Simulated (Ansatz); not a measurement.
Calculation: PBE (plane waves to 420 eV, PAW; Ansatz, a quantum-chemistry and plane-wave program).

Plane-averaged electrostatic potential energy along the normal, in eV from the Fermi level, for a constructed model of the (110) surface of bcc V, a pseudomorphic layer of Fe in the host's stacking (bottom of the slab: a bare face, its two planes held):

(z (Å), V (eV)): (3.83, 4.80); (4.13, 4.80); (4.42, 4.79); (4.72, 4.78); (5.01, 4.76); (5.31, 4.72); (5.60, 4.65); (5.90, 4.49); (6.19, 4.19); (6.49, 3.61); (6.78, 2.52); (7.08, 0.51); (7.38, -3.96); (7.67, -10.01); (7.96, -12.86); (8.26, -13.04); (8.55, -11.11); (8.85, -6.02); (9.14, -1.46); (9.44, -2.82); (9.73, -8.48); (10.03, -12.19); (10.32, -12.98); (10.62, -11.62); (10.91, -7.13); (11.21, -1.99); (11.50, -2.35); (11.80, -7.75); (12.09, -11.86); (12.39, -12.95); (12.68, -11.93); (12.98, -7.87); (13.27, -2.36); (13.57, -1.62); (13.86, -6.49); (14.16, -11.30); (14.46, -12.92); (14.75, -12.35); (15.04, -9.01); (15.34, -3.36); (15.63, -1.50); (15.93, -5.74); (16.22, -10.86); (16.52, -12.86); (16.81, -12.56); (17.11, -9.66); (17.40, -4.01); (17.70, -1.20); (17.99, -4.48); (18.29, -10.11); (18.58, -12.84); (18.88, -13.08); (19.18, -11.04); (19.47, -6.07); (19.77, -3.28); (20.06, -7.95); (20.36, -13.85); (20.65, -15.91); (20.95, -12.84); (21.24, -6.04); (21.54, -0.11); (21.83, 2.23); (22.12, 3.32); (22.42, 3.84); (22.71, 4.10); (23.01, 4.22); (23.30, 4.28); (23.60, 4.31); (23.89, 4.33); (24.19, 4.33); (24.48, 4.34); (24.78, 4.34); (25.07, 4.34)

Set-up: 7 atoms, 13.2 Å thick at the start; mesh 15x15x1; 0.1 eV smearing; dipole correction on; 2 atoms held, the rest relaxed; held to the start's symmetry, so lower structures may exist; spin-polarised, ending with about 1.7 μB a cell; orders that need a larger cell were not tried, no spin-orbit, no U. It is one candidate, not shown to be the stable structure of the face.

Problem. The surface cell has an area of 6.35 Å². What dipole along the normal does the step between the two vacuum levels imply?

Solution. the top vacuum level lies 0.46 eV below the bottom one; p = −ε₀ A ΔV (ε₀ = 0.005526 e/(V·Å)) gives 0.02 e·Å a cell.
